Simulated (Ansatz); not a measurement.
How far PBE and r2SCAN part for InP, In → Ga

Take InP in the zinc blende structure (space group F-43m, No. 216; a = 5.960 Å) as the base.

(Cell as relaxed with PBE.)

Levels (all Ansatz, a quantum-chemistry and plane-wave program, PAW): PBE (420 eV, spin-orbit coupling left out); r2SCAN (500 eV, no spin-orbit coupling).

Each level relaxes its own structure.

| base | PBE | r2SCAN |
|---|---|---|
| volume per atom | 26.46 Å³ | 25.76 Å³ |
| lattice parameter a | 5.960 Å | 5.907 Å |
| band gap | 0.44 eV | 1.03 eV |

One thing is altered: Ga takes the place of In on all its sites, then cell and atoms are relaxed.

```json
[
 {"quantity": "band gap", "PBE": "1.58 eV", "r2SCAN": "___"},
 {"quantity": "lattice parameter a", "PBE": "5.506 Å", "r2SCAN": "___"},
 {"quantity": "gap character", "PBE": "direct at Γ", "r2SCAN": "___"},
 {"quantity": "shift of the gap caused by the change", "PBE": "+1.14 eV", "r2SCAN": "___"}
]
```

Q: Given the PBE results, estimate those of r2SCAN.

A: 
- band gap, r2SCAN: 1.85 eV
- lattice parameter a, r2SCAN: 5.451 Å
- gap character, r2SCAN: indirect, Γ → Γ–X (87 % along)
- shift of the gap caused by the change, r2SCAN: +0.82 eV

PBE's band gap lies 0.27 eV below r2SCAN's; PBE's lattice parameter a lies 0.055 Å above r2SCAN's (1.0 %); they disagree on the gap character; PBE's shift of the gap caused by the change lies 0.32 eV above r2SCAN's. Neither level is exact; r2SCAN is the comparison here, not a measurement.

Whether these cells are dynamically stable was not tested.
